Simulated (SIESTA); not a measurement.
**SIESTA run on Au (Fm-3m, 1 atom in the cell): self-consistent single point**

Method of the run: GGA PBE, numerical atomic orbitals DZP, PseudoDojo PBE standard norm-conserving potentials (rewritten from UPF to PSML) run with SIESTA.

Input as run:

```
# files in the folder: Au.psml (PseudoDojo PBE standard)
SystemName  Au
SystemLabel Au

NumberOfAtoms                1
NumberOfSpecies              1
%block ChemicalSpeciesLabel
  1 79 Au
%endblock ChemicalSpeciesLabel
LatticeConstant              1.0 Ang
%block LatticeVectors
     0.000000000    2.092110000    2.092110000
     2.092110000    0.000000000    2.092110000
     2.092110000    2.092110000    0.000000000
%endblock LatticeVectors
AtomicCoordinatesFormat      Fractional
%block AtomicCoordinatesAndAtomicSpecies
     0.000000000    0.000000000    0.000000000  1
%endblock AtomicCoordinatesAndAtomicSpecies

XC.functional                GGA
XC.authors                   PBE
PAO.BasisSize                DZP
PAO.EnergyShift              0.01 Ry
MeshCutoff                   400 Ry
%block kgrid.MonkhorstPack
   18   0   0  0.0
    0  18   0  0.0
    0   0  18  0.0
%endblock kgrid.MonkhorstPack
OccupationFunction           FD
ElectronicTemperature        100.0 meV

MaxSCFIterations             150
SCF.Mixer.Method             Pulay
SCF.Mixer.Weight             0.25
SCF.Mixer.History            6
SCF.DM.Tolerance             1.0E-05
Diag.ParallelOverK           true
WriteForces                  true
Charge.Mulliken              end
```

The program printed (abridged):

```
reinit: Reading from file input.fdf

reinit: System Name: Au
reinit: System Label: Au

coor:   Atomic-coordinates input format  =     Fractional

siesta: Atomic coordinates (Bohr) and species
siesta:      0.00000   0.00000   0.00000  1        1

siesta: System type = bulk

initatomlists: Number of atoms, orbitals, and projectors:      1    19    25

siesta: ******************** Simulation parameters ****************************
redata: Spin configuration                          = none
redata: Time-Reversal Symmetry                      = T
redata: Number of Atomic Species                    =        1
redata: Mesh Cutoff                                 =   400.0000 Ry
redata: Net charge of the system                    =     0.0000 |e|
redata: Min. number of SCF Iter                     =        0
redata: Max. number of SCF Iter                     =      150
redata: SCF convergence failure will abort job
redata: SCF mix quantity                            = Hamiltonian
redata: Mix DM or H after convergence               =   F
redata: Recompute H after scf cycle                 =   F
redata: Mix DM in first SCF step                    =   T
redata: No kicks to SCF
redata: DM Mixing Weight for Kicks                  =     0.5000
redata: Require Harris convergence for SCF          =   F
redata: Harris energy tolerance for SCF             =     0.000100 eV
redata: Require DM convergence for SCF              =   T
redata: DM tolerance for SCF                        =     0.000010
redata: Require EDM convergence for SCF             =   F
redata: EDM tolerance for SCF                       =     0.001000 eV
redata: Require H convergence for SCF               =   T
redata: Hamiltonian tolerance for SCF               =     0.001000 eV
redata: Require (free) Energy convergence for SCF   =   F
redata: (free) Energy tolerance for SCF             =     0.000100 eV
redata: Using DFT-D3 dispersion                     =   F
redata: Using Saved Data (generic)                  =   F
redata: Method of Calculation                       = Diagonalization
redata: Electronic Temperature                      =  1160.4518 K
redata: Number of TDED substeps                     =        3
redata: Dynamics option                             = Single-point calculation
redata: Save all siesta data in one NC              =   F
redata: ***********************************************************************

%block SCF.Mixers
  Pulay
%endblock SCF.Mixers

%block SCF.Mixer.Pulay
  # Mixing method
  method pulay
  variant stable

  # Mixing options
  weight 0.2500
  weight.linear 0.2500
  history 6
%endblock SCF.Mixer.Pulay

DM_history_depth set to one: no extrapolation allowed by default for geometry relaxation
Size of DM history Fstack: 1
Total number of electrons:    19.000000
Total ionic charge:    19.000000

* ProcessorY, Blocksize:    1  20

* Orbital distribution balance (max,min):    19    19

k-point displ. along   1 input, could be:     0.00    0.50
k-point displ. along   2 input, could be:     0.00    0.50
k-point displ. along   3 input, could be:     0.00    0.50
 Kpoints in:         3240 . Kpoints trimmed:         3096

siesta: k-grid: Number of k-points = 3096
siesta: k-points from Monkhorst-Pack grid
siesta: k-cutoff (effective) =    26.628 Ang
siesta: k-point supercell and displacements
siesta: k-grid:    18     0     0      0.000
siesta: k-grid:     0    18     0      0.000
siesta: k-grid:     0     0    18      0.000

diag: Algorithm                                     = D&C
diag: Parallel over k                               =   F
diag: Use parallel 2D distribution                  =   F
diag: Parallel block-size                           = 20
diag: Parallel distribution                         =     1 x     1
diag: Used triangular part                          = Lower
diag: Absolute tolerance                            =  0.100E-15
diag: Orthogonalization factor                      =  0.100E-05
diag: Memory factor                                 =  1.0000

superc: Internal auxiliary supercell:     5 x     5 x     5  =     125
superc: Number of atoms, orbitals, and projectors:    125   2375   3125

                        Single-point calculation

superc: Internal auxiliary supercell:     5 x     5 x     5  =     125
superc: Number of atoms, orbitals, and projectors:    125   2375   3125

outcell: Unit cell vectors (Ang):
        0.000000    2.092110    2.092110
        2.092110    0.000000    2.092110
        2.092110    2.092110    0.000000

outcell: Cell vector modules (Ang)   :    2.958690    2.958690    2.958690
outcell: Cell angles (23,13,12) (deg):     60.0000     60.0000     60.0000
outcell: Cell volume (Ang**3)        :     18.3140
new_DM -- step:     1
Initializing Density Matrix...

Attempting to read DM from file... Failed...
DM filled with atomic data:

InitMesh: MESH = 30 x 30 x 30 = 27000
InitMesh: Mesh cutoff (required, used) =   400.000   426.223 Ry

stepf: Fermi-Dirac step function

        iscf     Eharris(eV)        E_KS(eV)     FreeEng(eV)     dDmax    Ef(eV) dHmax(eV)
   scf:    1    -4023.096928    -4028.052895    -4028.067734  1.770591  0.593007 12.101713
   scf:    2    -4033.057806    -4030.893576    -4030.904405  0.469614 -0.686989  5.114323
   scf:    3    -4031.737875    -4031.473325    -4031.482003  0.282150 -1.520496  0.172788
   scf:    4    -4031.470851    -4031.472578    -4031.481216  0.016532 -1.620198  0.179516
   scf:    5    -4031.473835    -4031.473621    -4031.482304  0.013184 -1.620043  0.027495
   scf:    6    -4031.473688    -4031.473662    -4031.482337  0.001727 -1.619176  0.004227
   scf:    7    -4031.473664    -4031.473663    -4031.482337  0.000215 -1.619928  0.000142
   scf:    8    -4031.473663    -4031.473663    -4031.482337  0.000009 -1.619959  0.000003

SCF Convergence by DM+H criterion
max |DM_out - DM_in|         :     0.0000089849
max |H_out - H_in|      (eV) :     0.0000029351
SCF cycle converged after 8 iterations

Using DM_out to compute the final energy and forces

siesta: E_KS(eV) =            -4031.4737

siesta: E_KS - E_eggbox =     -4031.4737

siesta: Atomic forces (eV/Ang):
     1    0.000000   -0.000000    0.000000
   Tot    0.000000   -0.000000    0.000000
   Max    0.000000
   Res    0.000000    sqrt( Sum f_i^2 / 3N )
   Max    0.000000    constrained

Stress tensor Voigt[x,y,z,yz,xz,xy] (kbar):       60.33       60.33       60.33       -0.07       -0.07       -0.07
(Free)E + p*V (eV/cell)    -4032.1719
Target enthalpy (eV/cell)    -4031.4823

siesta: Program's energy decomposition (eV):
siesta: Ebs     =      -626.187294
siesta: Eions   =      5077.812339
siesta: Ena     =       489.568811
siesta: Ekin    =      1155.078354
siesta: Enl     =        67.391286
siesta: Eso     =         0.000000
siesta: Edftu   =         0.000000
siesta: DEna    =        40.972905
siesta: DUscf   =         1.525352
siesta: DUext   =         0.000000
siesta: Ex      =      -666.974694
siesta: Ec      =       -41.223338
siesta: Exc     =      -708.198032
siesta: Eharris =     -4031.473663
siesta: Etot    =     -4031.473663
siesta: FreeEng =     -4031.482337

siesta: Stress tensor (static) (eV/Ang**3):
siesta:     0.037652   -0.000041   -0.000041
siesta:    -0.000041    0.037652   -0.000041
siesta:    -0.000041   -0.000041    0.037652

siesta: Cell volume =         18.314014 Ang**3

siesta: Pressure (static):
siesta:                Solid            Molecule  Units
siesta:          -0.00041009         -0.00041009  Ry/Bohr**3
siesta:          -0.03765233         -0.03765233  eV/Ang**3
siesta:         -60.32568403        -60.32568403  kBar

mulliken: Atomic and Orbital Populations:

Species: Au
Atom  Qatom  Qorb
               5s      6s      6s      5py     5pz     5px     6py     6pz
               6px     5dxy    5dyz    5dz2    5dxz    5dx2-y2 5dxy    5dyz
               5dz2    5dxz    5dx2-y2
   1 19.000   2.011   1.535  -0.473   2.004   2.004   2.004   0.219   0.219
              0.219   1.654   1.654   1.712   1.654   1.712   0.175   0.175

              0.172   0.175   0.172

mulliken: Qtot =       19.000

Mulliken Atomic Populations:
Atom #   charge [q] valence [e]  Species
     1     0.000000   19.000000  Au
 Total     0.000000
```

The run converged in 8 iterations.

The starting cell comes from a database of computed structures (which also holds hypothetical and non-ambient phases and stackings), without a prior relaxation at this level. Its lattice was rescaled by a random factor within 2.5 % of one. Values carry the incompleteness of an atom-centred basis. With a pressure of about -6 GPa the cell is away from its equilibrium volume at this level.
